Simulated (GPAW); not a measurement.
## GPAW run on Zn (P6_3/mmc, 4 atoms in the cell): self-consistent single point

Method: PBE, GPAW PAW datasets PBE (gpaw-data 1.0.1) (plane waves; GPAW).

Input as run:

```python
from ase import Atoms
from ase.units import GPa
from gpaw import GPAW, PW

atoms = Atoms(['Zn', 'Zn', 'Zn', 'Zn'],
              cell=[[2.831398, 0.000000, 0.000000],
                    [-1.415699, 2.452063, 0.000000],
                    [0.000000, 0.000000, 9.110045]],
              scaled_positions=[[0.000000, 0.000000, 0.000000],
                                [0.000000, 0.000000, 0.500000],
                                [0.333333, 0.666667, 0.250000],
                                [0.666667, 0.333333, 0.750000]],
              pbc=True)

calc = GPAW(mode=PW(800),
            xc='PBE',
            kpts={'size': (13, 13, 4), 'gamma': True},
            occupations={'name': 'methfessel-paxton', 'width': 0.272, 'order': 0},
            nbands=-10,
            symmetry={'symmorphic': False, 'tolerance': 0.0005},
            maxiter=120,
            txt='-')

atoms.calc = calc

energy = atoms.get_potential_energy()
print('Energy (eV):', round(energy, 6))
forces = atoms.get_forces()
print('Forces (eV/Ang):')
print(forces.round(5))
stress = atoms.get_stress()
print('Stress (GPa, Voigt):', (stress / GPa).round(4))
```

The program printed (abridged):

```
Input parameters:
  kpts: {gamma: True,
         size: (13, 13, 4)}
  maxiter: 120
  mode: {ecut: 800.0,
         name: pw}
  nbands: -10
  occupations: {name: methfessel-paxton,
                order: 0,
                width: 0.272}
  symmetry: {symmorphic: False,
             tolerance: 0.0005}
  xc: PBE

species:
  Zn:
    name: Zinc
    Z: 30.0
    valence: 12
    core: 18
    charge: 0.0
    file: Zn.PBE.gz

    # Using partial waves for Zn as LCAO basis

Reference energy: -195445.306612  # eV

Spin-paired calculation

Convergence criteria:
 Maximum [total energy] change in last 3 cyles: 0.0005 eV / valence electron
 Maximum integral of absolute [dens]ity change: 0.0001 electrons / valence electron
 Maximum integral of absolute [eigenst]ate change: 4e-08 eV^2 / valence electron
 Maximum number of scf [iter]ations: 120

Symmetries present (total): 24
Symmetries with fractional translations: 12
676 k-points: 13 x 13 x 4 Monkhorst-Pack grid + [0.000000,0.000000,1/8]
63 k-points in the irreducible part of the Brillouin zone
       k-points in crystal coordinates                weights
   0:     0.00000000    0.00000000    0.00000000          1/676
   1:     0.00000000    0.00000000    0.25000000          2/676
   2:     0.00000000    0.00000000    0.50000000          1/676
   [... 7 lines left out ...]
          ...
  62:     0.46153846    0.46153846    0.50000000          6/676

Wave functions: Plane wave expansion
  Cutoff energy: 800.000 eV
  Number of coefficients (min, max): 3224, 3296
  Pulay-stress correction: 0.000000 eV/Ang^3 (de/decut=0.000000)

Occupation numbers: Methfessel-Paxton:
  width: 0.2720  # eV
  order: 0

Eigensolver

Densities:
  Coarse grid: 20*20*60 grid
  Fine grid: 40*40*120 grid
  Total Charge: 0.000000

Density mixing:
  Method: separate
  Backend: pulay
  Linear mixing parameter: 0.05
  old densities: 5
  Damping of long wavelength oscillations: 50

Hamiltonian:
  XC and Coulomb potentials evaluated on a 40*40*120 grid
  External potential:
    NoExternalPotential

XC parameters: PBE with 2 nearest neighbor stencil

Number of atoms: 4
Number of atomic orbitals: 36
Number of bands in calculation: 34
Number of valence electrons: 48
Bands to converge: occupied

Density initialized from atomic densities
  34 bands from LCAO basis set

Atomic positions and initial magnetic moments

Positions:
   0 Zn     0.000000    0.000000    0.000000    ( 0.0000,  0.0000,  0.0000)
   1 Zn     0.000000    0.000000    4.555022    ( 0.0000,  0.0000,  0.0000)
   2 Zn    -0.000001    1.634709    2.277511    ( 0.0000,  0.0000,  0.0000)
   3 Zn     1.415700    0.817354    6.832534    ( 0.0000,  0.0000,  0.0000)

Unit cell:
           periodic     x           y           z      points  spacing
  1. axis:    yes    2.831398    0.000000    0.000000    20     0.1226
  2. axis:    yes   -1.415699    2.452063    0.000000    20     0.1226
  3. axis:    yes    0.000000    0.000000    9.110045    60     0.1518

  Lengths:   2.831398   2.831398   9.110045
  Angles:   90.000000  90.000000 119.999996

Effective grid spacing dv^(1/3) = 0.1381

     iter     time        total  log10-change:
                         energy   eigst   dens
iter:   1 --:--:--    -4.614646
iter:   2 --:--:--    -4.782571   -0.44  -1.48
iter:   3 --:--:--    -4.767409   -0.86  -1.50
iter:   4 --:--:--    -5.114865   -1.54  -1.92
iter:   5 --:--:--    -4.794405   -0.98  -1.84
iter:   6 --:--:--    -4.623387   -2.35  -2.07
iter:   7 --:--:--    -4.623230   -3.88  -2.82
iter:   8 --:--:--    -4.712410   -2.27  -2.89
iter:   9 --:--:--    -4.663079   -3.45  -2.21
iter:  10 --:--:--    -4.620486   -2.27  -2.35
iter:  11 --:--:--    -4.621002   -3.72  -3.31
iter:  12 --:--:--    -4.620656c  -5.19  -3.15
iter:  13 --:--:--    -4.619612c  -4.18  -3.19
iter:  14 --:--:--    -4.619626c  -5.90  -3.97
iter:  15 --:--:--    -4.619597c  -5.63  -3.98
iter:  16 --:--:--    -4.619611c  -5.61  -4.70c
iter:  17 --:--:--    -4.619607c  -7.52c -4.09c

Converged after 17 iterations.

Dipole moment: (0.000000, -0.000000, 0.000000) |e|*Ang

Energy contributions relative to reference atoms: (reference = -195445.306612)

Kinetic:         -6.191091
Potential:      +11.860619
External:        +0.000000
XC:             -10.160661
Entropy (-ST):   -0.060045
Local:           -0.098451
SIC:             +0.000000
--------------------------
Free energy:     -4.649629
Extrapolated:    -4.619607

Showing only first 2 kpts
 Kpt  Band  Eigenvalues  Occupancy
  0    22     -0.66345    2.00000
  0    23      3.57889    2.00000
  0    24      4.97347    2.00000
  0    25     13.62283    0.00000

  1    22     -0.32982    2.00000
  1    23      2.36421    2.00000
  1    24      6.41641    0.78872
  1    25     11.00453    0.00000

Fermi level: 6.36487

No gap
No difference between direct/indirect transitions
Energy (eV): -4.619607

Forces in eV/Ang:
  0 Zn   -0.00000   -0.00000    0.00000
  1 Zn    0.00000   -0.00000    0.00000
  2 Zn    0.00000    0.00000    0.00000
  3 Zn    0.00000   -0.00000    0.00000

Stress tensor:
     0.019418     0.000000     0.000000
     0.000000     0.019418     0.000000
     0.000000     0.000000     0.017438
Stress (GPa, Voigt): [3.1112 3.1112 2.7939 0.     0.     0.    ]
```

The run converged in 17 iterations. GPAW prints stress with tension positive.

The starting cell was generated: these elements placed on a structure prototype, without a prior relaxation; it need not be a known phase or ordering of this composition. Its lattice was rescaled by a random factor within 2.5 % of one. With a pressure of about -3 GPa the cell is away from its equilibrium volume at this level.

Cost on one core of a shared machine: roughly 70 s.
